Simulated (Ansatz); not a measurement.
An Ansatz (an electronic-structure program) run: Cs with a change (isotropic strain −2.50 %); Kohn–Sham DFT with the PBE functional, run in Ansatz with PAW and 420 eV plane waves, no spin-orbit coupling.

Input:

Ansatz 0.2 input:
```yaml
crystal:
  lattice:
    - [-3.0036011513, 3.0036011513, 3.0036011513]
    - [3.0036011513, -3.0036011513, 3.0036011513]
    - [3.0036011513, 3.0036011513, -3.0036011513]
  atoms:
    - { symbol: Cs, position: [0, 0, 0] }
basis: { ecutwfc: 420, ecutrho_ratio: 4, xc_grid: 2, fft_grid_basis: typed }
kpoints: { mp_grid: { grid: [15, 15, 15] } }
hamiltonian:
  xc: pbe
  dispersion: none
  pseudopotentials: { kind: paw }
scf: { occupations: { method: fermi_dirac, width: 0.1 }, convergence: { dr2_threshold: 0.0000000001 } }
relax: { f_tol: 0.005, max_steps: 50 }
output: { forces: true, stress: true }
checkpoint: { write: state.ck, write_every: 1000 }
```

Output (explanatory and most iteration lines left out):

```
Relaxation: its limit of steps is 50 (relax.max_steps)
Pseudopotential: Cs, paw, valence charge 9
Crystal: 1 atoms, lattice volume = 108.389 Å³
Basis set: ecut = 420 eV, 2123 PW (Γ), exchange–correlation on 72×72×72 points (8 copies of the dense FFT grid, shifted against one another)
Bands: 9, of which v1, the nominal top of the filled ones, is band 5 counted from 1 (4 counted from 0)
Symmetry: 48 space group operations
Space group: Im-3m (ITA 229), of the structure as read, at distance tolerance 4.8e-5 Å
k-points: 120 of 3375
Functional: x = pbe(κ = 0.804, μ = 0.2195149727645171), c = pbe(β = 0.06672455060314922)
SCF iter   1: F=—  HF=-5670.780414 eV  |F-HF|=—  |Δ(HF+E_count)|=         —  Δρ=2.10e-4  dr2=4.51e-5  ethr=1.77e-3  ⟨swp⟩=6.0  Hψ=8900  notcnv=0
SCF iter   2: F=—  HF=-5670.780665 eV  |F-HF|=—  |Δ(HF+E_count)|=   2.51e-4  Δρ=1.37e-4  dr2=3.48e-5  ethr=5.01e-7  ⟨swp⟩=3.2  Hψ=2974  notcnv=0
SCF 1 converged in 7 iterations: F = -5670.780673 eV  dr2 = 3.96e-11
relax step   1: F+E_penalty+E_count = -5670.78067345 eV  Δ(F+E_penalty+E_count) = +0.000e0 eV  max|allowed force component| = 0.000e0 eV/Å  Δτ_max = 0.0000 Å  (7 SCF iters, accepted)
SCF converged after 7 iterations
Free energy (F): -5670.780673 eV
Internal energy: -5670.739997 eV  (E = F + TS)
E sigma→0 (E₀):  -5670.760335 eV
Entropy (-TS):   -0.040677 eV (-40.677 meV/atom)
Fermi energy:    2.484507 eV
--- Forces (eV/Å), atoms counted from 1 ---
  atom   1  Cs     0.00000000    -0.00000000     0.00000000
--- Stress (GPa, compression-positive) ---
        0.165137       0.000000      -0.000000
        0.000000       0.165137      -0.000000
       -0.000000       0.000000       0.165137
  P = ⅓ Tr σ = 0.1651 GPa (1.651 kbar)
--- Relaxed structure (1 steps of the walk, 1 accepted, 0 SCFs on fresh bases) ---
  atoms:
    - { symbol: Cs, position: [0.0, 0.0, 0.0] }
```

Whether these cells are dynamically stable was not tested. The cell was made from Cs in the bcc (W type) structure (space group Im-3m, No. 229) by this change: isotropic strain −2.50 %.
